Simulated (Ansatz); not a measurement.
# How far PBE and r2SCAN part for CuI, Cu → B

Base system: CuI in the zinc blende structure (space group F-43m, No. 216; a = 6.079 Å).

(Cell as relaxed with PBE.)

Levels (all Ansatz, a quantum-chemistry and plane-wave program, PAW): PBE (420 eV, spin-orbit coupling left out); r2SCAN (500 eV, no spin-orbit coupling).

Each level relaxes its own structure.

```
base                      PBE    r2SCAN
-------------------  --------  --------
volume per atom      28.09 Å³  27.31 Å³
lattice parameter a   6.079 Å   6.023 Å
band gap              1.10 eV   1.67 eV
```

Modification: B takes the place of Cu on all its sites; the structure is relaxed again.

```tsv
quantity	PBE	r2SCAN
shift of the gap caused by the change	-0.69 eV	-1.03 eV
electron mass	2.3 mₑ along k, 0.48 mₑ across (at X)	2.8 mₑ along k, 0.47 mₑ across (at X)
smallest direct gap	1.30 eV	1.55 eV
band gap	0.41 eV	0.64 eV
lattice parameter a	6.364 Å	6.382 Å
```

PBE's shift of the gap caused by the change lies 0.34 eV above r2SCAN's; PBE's smallest direct gap lies 0.25 eV below r2SCAN's; PBE's band gap lies 0.23 eV below r2SCAN's; PBE's lattice parameter a lies 0.018 Å below r2SCAN's (0.3 %). Neither level is exact; r2SCAN is the comparison here, not a measurement.

Spin-orbit coupling, missing from the scalar runs, can matter with I. Effective masses come from finite differences of ±0.01 Å⁻¹. Along k means along the line from Γ to the band edge. Stability against distortions was not tested. As relaxed here, BI is a hypothetical phase, not in the database extracts checked. All final runs are without spin polarisation.
